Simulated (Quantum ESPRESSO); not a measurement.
A self-consistent single point of Y₂W₂O₉ (P-1, 26 atoms in the cell) with Quantum ESPRESSO.

Method of the run: PBEsol, PseudoDojo fully relativistic norm-conserving (PBESOL) pseudopotentials (plane waves; Quantum ESPRESSO).

```xyz
26
Lattice="6.7351 0.0000 0.0000 0.9164 7.0698 0.0000 0.7350 2.3853 7.0356" Properties=species:S:1:pos:R:3 pbc="T T T"
Y      1.3836     2.2071     1.0802
Y      7.0029     7.2480     5.9554
Y      4.6837     2.9228     2.6383
Y      3.7027     6.5322     4.3973
W      2.5160     5.3343     0.3820
W      5.8704     4.1208     6.6536
W      6.6599     6.4842     2.5909
W      1.7266     2.9708     4.4448
O      3.6255     1.8877     0.6568
O      4.7610     7.5673     6.3788
O      5.9629     1.0118     1.5283
O      2.4236     8.4432     5.5073
O      5.9693     3.2543     0.6414
O      2.4172     6.2008     6.3943
O      2.8573     4.1459     1.7403
O      5.5292     5.3091     5.2953
O      7.2543     5.5583     0.9874
O      1.1322     3.8968     6.0482
O      2.7297     7.0001     1.1054
O      5.6568     2.4549     5.9303
O      2.5356     1.7135     3.2149
O      5.8509     7.7415     3.8208
O      5.1327     5.4470     2.6838
O      3.2538     4.0080     4.3518
O      7.0678     3.2689     3.2887
O      1.3187     6.1861     3.7469
```

Reference input (self-consistent single point, DFT, PBEsol, plane waves, GBRV 1.5 ultrasoft (PBESOL) pseudopotentials): ecutwfc = 40 Ry; ecutrho = 320 Ry; occupations = smearing; smearing = gauss; degauss = 0.000734986 Ry; potentials = {Y: y_pbesol_v1.4.uspp.F.UPF, W: w_pbesol_v1.2.uspp.F.UPF, O: o_pbesol_v1.2.uspp.F.UPF}; K_POINTS = automatic 2 2 2 0 0 0; conv_thr = 1e-10 Ry. This run's input differs from it in these lines:

```diff
@@ -12,4 +12,3 @@
     ntyp = 3
-    ecutwfc = 40
-    ecutrho = 320
+    ecutwfc = 85
     occupations = 'smearing'
@@ -22,5 +21,5 @@
 ATOMIC_SPECIES
-Y     88.9058  y_pbesol_v1.4.uspp.F.UPF
-W    183.8400  w_pbesol_v1.2.uspp.F.UPF
-O     15.9990  o_pbesol_v1.2.uspp.F.UPF
+Y     88.9058  Y.upf
+W    183.8400  W.upf
+O     15.9990  O.upf
 CELL_PARAMETERS angstrom
```

The program printed (abridged):

```
     Self-consistent Calculation

     iteration #  1     ecut=    85.00 Ry     beta= 0.70

     total energy              =   -1523.60518153 Ry
     estimated scf accuracy    <      10.92853228 Ry

     iteration #  2     ecut=    85.00 Ry     beta= 0.70

     total energy              =   -1518.71799368 Ry
     estimated scf accuracy    <      62.48369639 Ry

     iteration #  3     ecut=    85.00 Ry     beta= 0.70

     total energy              =   -1529.31981604 Ry
     estimated scf accuracy    <       3.07697620 Ry

   [... 14 blocks of this kind left out ...]

     iteration # 18     ecut=    85.00 Ry     beta= 0.70

     total energy              =   -1529.69662232 Ry
     estimated scf accuracy    <          2.8E-10 Ry

     iteration # 19     ecut=    85.00 Ry     beta= 0.70
     End of self-consistent calculation

     the Fermi energy is    10.1160 ev

!    total energy              =   -1529.69662232 Ry
     estimated scf accuracy    <          7.4E-11 Ry
     smearing contrib. (-TS)   =      -0.00000000 Ry
     internal energy E=F+TS    =   -1529.69662232 Ry

     convergence has been achieved in  19 iterations

     Forces acting on atoms (cartesian axes, Ry/au):

     atom    1 type  1   force =    -0.00116116    0.00225664   -0.00357126
     atom    2 type  1   force =     0.00116116   -0.00225664    0.00357126
     atom    3 type  1   force =    -0.00391310   -0.00040553   -0.00955086
     atom    4 type  1   force =     0.00391310    0.00040553    0.00955086
     atom    5 type  2   force =     0.03145297   -0.00701920    0.01486152
   [... 17 lines left out ...]
   [... lines left out ...]

     Total force =     0.185634     Total SCF correction =     0.000019

          total   stress  (Ry/bohr**3)                   (kbar)     P=     -121.71
  -0.00080932  -0.00001405   0.00003739         -119.05       -2.07        5.50
  -0.00001405  -0.00083735  -0.00004253           -2.07     -123.18       -6.26
   0.00003739  -0.00004253  -0.00083536            5.50       -6.26     -122.89

   JOB DONE.
```

The run converged in 19 iterations. Against the reference run the pressure goes from -11.01 to -12.17 GPa, the largest force goes from 0.970 to 1.351 eV/Å and the gap on the mesh goes from 2.727 to 2.742 eV.

The starting cell comes from a database of computed structures (which also holds hypothetical and non-ambient phases and stackings), without a prior relaxation at this level. Spin-orbit coupling is off. With a pressure of about -12 GPa the cell is away from its equilibrium volume at this level. Forces in this geometry exceed 1 eV/Å.

Cost on one core of a shared machine: roughly 20 min.
